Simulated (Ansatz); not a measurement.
Functionals compared on a constructed model of the (100) surface of fcc Ag, a pseudomorphic layer of Sn in the host's stacking (bottom of the slab: a bare face, its two planes held), in Ansatz (plane waves, PAW). The structure was relaxed with PBE; the other rows are single points on it. Cutoff 420 eV (500 eV for r2SCAN).

Slab: 7 atoms, 12.5 Å thick at the start; k 13x13x1, smearing 0.1 eV, dipole-corrected; 2 atoms held, the rest relaxed; start symmetry kept, larger cells not searched; no spin, no spin-orbit, no U. It is one candidate, not shown to be the stable structure of the face. These notes are the PBE run's.

```csv
functional,work function of the top face (eV),rough cost of the single point
PBE,4.07,–
RPBE,(withheld),around 30 core-seconds (rough)
r2SCAN,4.21,roughly 60 core-seconds
```

Problem. What belongs in the gaps?

Solution. 
- RPBE, work function of the top face (eV): 3.96

Ansatz is a quantum-chemistry and plane-wave program.
